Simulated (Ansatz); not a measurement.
Consider Sb in the fcc (Cu type) structure (space group Fm-3m, No. 225; a = 4.7143 Å; relaxed with 0.1 eV smearing). Axes: x, y, z lie along the cube axes.

The values are results of Ansatz (an electronic-structure program), PBEsol, PAW, cutoff 420 eV, spin-orbit coupling left out, not measurements.

Now apply this change: uniaxial strain ε_yy = +2.17 %, all other strain components held at zero, atoms relaxed at fixed cell.

**Question.** Predict the stress tensor and what it implies for the stiffness.

**Answer.** Stress of the strained cell less that of the base (GPa, compression positive):
```
   -1.5     0.0     0.0
    0.0    -1.2     0.0
    0.0     0.0    -1.5
```

Then −Δσ_ii/ε with ε = 0.0217 gives secant stiffness values (nonlinear terms included at this strain): C22 ≈ 53 GPa, C12 ≈ 68 GPa and C23 ≈ 68 GPa.

An off-diagonal value above the diagonal one breaks a Born criterion: the base is elastically unstable at this level, or the strain is beyond its stable range.

Whether these cells are dynamically stable was not tested. This is not the structure that Sb has at room temperature and ambient pressure.
